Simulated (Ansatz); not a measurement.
Output of an Ansatz run (abridged):

```
WARN ansatz: RAYON_NUM_THREADS=1 ignored (pool sized by the plan → 1); use --threads N
Pseudopotentials: kind: paw
Pseudopotential: Re, paw, valence charge 15
Pseudopotential: P, paw, valence charge 5
Crystal: 8 atoms, lattice volume = 130.023 Å³
Basis set: ecut = 420 eV, 2551 PW (Γ), exchange–correlation on 96×50×72 points (8 copies of the dense FFT grid, shifted against one another)
Bands: 48, of which v1, the nominal top of the filled ones, is band 40 counted from 1 (39 counted from 0)
Symmetry: 8 space group operations
Space group: Pnma (ITA 62), of the structure as read, at distance tolerance 5.1e-5 Å
k-points: 60 of 315
PAW frozen core: Re, regenerated for the run's functional, and the local potential with it
PAW frozen core: P, regenerated for the run's functional, and the local potential with it
Initial density: superposition of atomic densities (neutral atoms: chi_scale 0, normalization atom), corrected by the library's trained network
Initial wavefunctions: pseudopotential atomic-orbital guess
Eigensolver: davidson
Functional: x = pbesol(κ = 0.804, μ = 0.12345679012345678), c = pbesol(β = 0.046)
SCF iter   1: F=—  HF=-45899.564382 eV  |F-HF|=—  |Δ(HF+E_count)|=         —  Δρ=7.93e-3  dr2=8.84e-2  ethr=1.77e-3  ⟨swp⟩=6.0  Hψ=11568  notcnv=0
all-band conjugate gradients solve this SCF's bands
preconditioner: auto → Kerker (q_TF=auto, 2.516 Å⁻¹)
SCF iter   2: F=—  HF=-45899.555736 eV  |F-HF|=—  |Δ(HF+E_count)|=   8.65e-3  S|Δr|=    0.00e0  Δρ=3.79e-3  dr2=1.39e-2  ethr=1.10e-4  ⟨swp⟩=1.3  Hψ=3406  notcnv=0  defer=1
SCF iter   3: F=—  HF=-45899.553972 eV  |F-HF|=—  |Δ(HF+E_count)|=   1.76e-3  S|Δr|=    0.00e0  Δρ=9.14e-4  dr2=1.04e-3  ethr=1.74e-5  ⟨swp⟩=2.5  Hψ=4100  notcnv=0  defer=1
SCF iter   4: F=—  HF=-45899.553824 eV  |F-HF|=—  |Δ(HF+E_count)|=   1.48e-4  S|Δr|=    0.00e0  Δρ=1.72e-4  dr2=2.50e-5  ethr=1.30e-6  ⟨swp⟩=2.1  Hψ=3843  notcnv=0  defer=1
SCF iter   5: F=—  HF=-45899.553767 eV  |F-HF|=—  |Δ(HF+E_count)|=   5.63e-5  S|Δr|=    0.00e0  Δρ=5.26e-5  dr2=2.72e-6  ethr=3.13e-8  ⟨swp⟩=2.2  Hψ=4050  notcnv=0  defer=1
SCF iter   6: F=—  HF=-45899.553767 eV  |F-HF|=—  |Δ(HF+E_count)|=   8.91e-8  S|Δr|=    0.00e0  Δρ=1.00e-5  dr2=1.64e-7  ethr=3.40e-9  ⟨swp⟩=2.4  Hψ=3984  notcnv=0  defer=1
SCF iter   7: F=-45899.553767 eV  HF=-45899.553767 eV  |F-HF|=4.60e-9  |Δ(HF+E_count)|=   1.91e-8  S|Δr|=    0.00e0  Δρ=2.42e-6  dr2=7.86e-9  ethr=1.25e-10  ⟨swp⟩=8.7  Hψ=10973  notcnv=0
SCF 1 converged in 7 iterations: F = -45899.553767 eV  dr2 = 7.86e-9
SCF converged after 7 iterations
Stability not checked (fill_not_monotonic)
Free energy (F): -45899.553767 eV
Harris-Foulkes:  -45899.553767 eV  (|F-HF|=4.60e-9)
Internal energy: -45899.546278 eV  (E = F + TS)
E sigma→0 (E₀):  -45899.551895 eV
Entropy (-TS):   -0.007489 eV (-0.936 meV/atom)
Fermi energy:    15.892953 eV
Step filling:    the computed levels leave a gap of 0.0016 eV = 0.0 smearing widths
--- Per-component energies (eV) ---
  E_band       = -612.434487
  E_kinetic    = 2424.422552
  E_local      = -4685.562460  (includes V_loc(G=0)·N_el)
  E_nonlocal   = 349.728627
  E_hartree    = 1675.610497
  E_xc         = -1834.452399
  E_vxc        = -1441.382474  (∫ρ·V_xc dr)
  E_paw        = -36341.290507  (= ΣΔE_a)
  E_vpaw       = -610.864229  (= ΣTr[D̂ρ^β])
  E_aug_tail   = -0.000300  (compensation charges beyond the density's cutoff)
  E_ewald      = -7489.119720
  E_core_change = 1.117430  (= ΣΔE_core)
  E_smearing   = -0.007489  (= −TS)
  E_closure    = -0.000000  (closes the sum)
  Σ components = -45899.553767   (vs F -45899.553767, Δ=0.00e0)
--- Forces (eV/Å), atoms counted from 1 ---
  atom   1  Re     0.02098062     0.00000000     0.15068474
  atom   2  Re    -0.02098062     0.00000000     0.15068474
  atom   3  Re    -0.02098062     0.00000000    -0.15068474
  atom   4  Re     0.02098062     0.00000000    -0.15068474
  atom   5  P      1.12907295     0.00000000     2.49569503
  atom   6  P     -1.12907295     0.00000000     2.49569503
  atom   7  P     -1.12907295     0.00000000    -2.49569503
  atom   8  P      1.12907295     0.00000000    -2.49569503
  max |Σ_I F_I| component: 4.44e-16 eV/Å
--- Stress (GPa, compression-positive) ---
      -37.209381       0.000000      -0.000000
        0.000000     -12.519802      -0.000000
       -0.000000      -0.000000     -41.197239
  P = ⅓ Tr σ = -30.3088 GPa (-303.088 kbar)
  The stress holds the Pulay correction. Without it, at fixed plane waves, as pw.x and ABINIT print it: P = -30.3753 GPa
--- Band table (eV; the first three rows and the last of 60) ---
  k-point 0: bands = ["-64.2556", "-64.2529", "-64.2491", "-64.2473", "-26.2320", "-26.2316", "-26.1668", "-26.1542", "-26.1401", "-26.1299", "-26.1180", "-26.0860", "-26.0692", "-26.0660", "-26.0574", "-26.0320", "0.2486", "1.2026", "6.3653", [...]
  k-point 1: bands = ["-64.2553", "-64.2526", "-64.2494", "-64.2476", "-26.2319", "-26.2250", "-26.1723", "-26.1559", "-26.1374", "-26.1260", "-26.1155", "-26.0887", "-26.0716", "-26.0684", "-26.0566", "-26.0342", "0.3151", "1.1819", "6.3466", [...]
  k-point 2: bands = ["-64.2544", "-64.2518", "-64.2503", "-64.2484", "-26.2259", "-26.2121", "-26.1849", "-26.1635", "-26.1300", "-26.1157", "-26.1088", "-26.0962", "-26.0784", "-26.0757", "-26.0543", "-26.0394", "0.4950", "1.1069", "6.3037", [...]
  k-point 59: bands = ["-64.2511", "-64.2510", "-64.2506", "-64.2505", "-26.2112", "-26.2098", "-26.2066", "-26.2053", "-26.1337", "-26.1319", "-26.1210", "-26.1192", "-26.0610", "-26.0600", "-26.0539", "-26.0525", "2.6556", "2.6943", "3.6315", [...]
```

The structure:

```
CELL_PARAMETERS angstrom
      6.90209     0.00000     0.00000
      0.00000     3.70051     0.00000
      0.00000     0.00000     5.09070
ATOMIC_POSITIONS crystal
  Re 0.18000 0.25000 0.12500
  Re 0.32000 0.75000 0.62500
  Re 0.82000 0.75000 0.87500
  Re 0.68000 0.25000 0.37500
  P  0.03600 0.25000 0.61000
  P  0.46400 0.75000 0.11000
  P  0.96400 0.75000 0.39000
  P  0.53600 0.25000 0.89000
```

What input produced this log?

Other spellings and defaults could give the same log, and not every line can be read from it. The input that was run (DFT, PBEsol, plane waves, default PAW files made with PBE):

Ansatz 0.2 input:
```yaml
# ReP
crystal:
  lattice:
    - [6.90209300, 0.00000000, 0.00000000]
    - [0.00000000, 3.70050500, 0.00000000]
    - [0.00000000, 0.00000000, 5.09070100]
  atoms:
    - { symbol: Re, position_ang: [1.24237674, 0.92512625, 0.63633763] }
    - { symbol: Re, position_ang: [2.20866976, 2.77537875, 3.18168812] }
    - { symbol: Re, position_ang: [5.65971626, 2.77537875, 4.45436337] }
    - { symbol: Re, position_ang: [4.69342324, 0.92512625, 1.90901288] }
    - { symbol: P, position_ang: [0.24847535, 0.92512625, 3.10532761] }
    - { symbol: P, position_ang: [3.20257115, 2.77537875, 0.55997711] }
    - { symbol: P, position_ang: [6.65361765, 2.77537875, 1.98537339] }
    - { symbol: P, position_ang: [3.69952185, 0.92512625, 4.53072389] }
basis:
  ecutwfc: 420.0 eV
kpoints:
  mp_grid: { grid: [5, 9, 7] }
hamiltonian:
  xc: pbesol
  pseudopotentials: { kind: paw }
scf:
  occupations: { method: methfessel_paxton, width: 0.1 eV }
output:
  forces: true
  eigenvalues: true
  stress: true
```

The starting cell was generated: these elements placed on a structure prototype, without a prior relaxation; it need not be a known phase or ordering of this composition. Its lattice was rescaled by a random factor within 2.5 % of one. Spin-orbit coupling is off. Spin polarisation is off. With a pressure of about -30 GPa the cell is away from its equilibrium volume at this level. Forces in this geometry exceed 1 eV/Å. Ansatz's pressure includes its estimate of the finite-basis (Pulay) stress.

Ansatz is an electronic-structure program.
